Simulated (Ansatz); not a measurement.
Where the default PAW files enter, the runs use the earlier of Ansatz's two default sets.

Input:

```
AsB
1.0
    3.40772     0.00000     0.00000
    0.00000     3.40772     0.00000
    1.70386     1.70386     2.40963
B As
1 1
Direct
  0.75000   0.25000   0.50000
  0.00000   0.00000   0.00000
```

Space group of this cell: F-43m, zinc blende. The cell is taken as given; by r2SCAN its mean pressure is -3.1 GPa.

Method: r2SCAN (plane waves, PAW; Ansatz, a quantum-chemistry and plane-wave program).

The current runs along the normal of the first two printed vectors; no spin-orbit coupling. Scaled by the factor s: the length along the current (ions clamped). Meshes 12×12×12 and 10×10 across the current in all rows.

```csv
s,mean pressure (GPa),band gap (eV)
0.97,1.1,?
1.00,-3.1,1.41
1.03,-6.6,1.21
```

### Question
Take the slope of the band gap against ln s from the two given rows, extrapolate to s = 0.97, and say what the run there gives.

### Answer
Slope = (1.21 − 1.41) / ln 1.03 = -6.77 eV. The line gives 1.41 + (-6.77) × ln 0.97 = 1.62 eV. The run gives 0.90 eV, 0.72 eV under the line, 347 % of the predicted step.
